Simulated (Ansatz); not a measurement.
**MnIr, response to strain**

Consider MnIr (space group P4/mmm, No. 123; ferromagnetic; relaxed with 0.1 eV smearing).

```
MnIr
1.0
    2.62351     0.00000     0.00000
    0.00000     2.62351     0.00000
    0.00000     0.00000     3.61471
Mn Ir
1 1
Direct
  0.50000   0.50000   0.50000
  0.00000   0.00000   0.00000
```

Cartesian axes are those of the cell as printed.

Strains are applied to the cell and any free atomic positions relax; under biaxial strain the out-of-plane vector relaxes too.

The values are results of PBEsol (Ansatz, a program for electronic structure; PAW; 420 eV plane waves; without spin-orbit coupling), not measurements.

Notes on the quantities. pressure: mean of the normal stresses, compression positive.

```csv
case,pressure,largest site moment,volume per atom
base,0.0 GPa,1.15 μB,12.44 Å³
"biaxial strain −1.02 %, plane normal [001], relaxed out of plane",4.2 GPa,1.09 μB,12.29 Å³
"biaxial strain +0.29 %, plane normal [001], relaxed out of plane",-1.1 GPa,1.17 μB,12.48 Å³
isotropic strain −1.51 %,15.7 GPa,0.91 μB,11.88 Å³
uniaxial strain ε_yy = +0.33 %,-1.0 GPa,1.17 μB,12.48 Å³
uniaxial strain ε_zz = +2.65 %,-7.2 GPa,1.28 μB,12.77 Å³
```

Other magnetic orders, which the real material may have, were not ruled out. Stability against distortions was not tested.
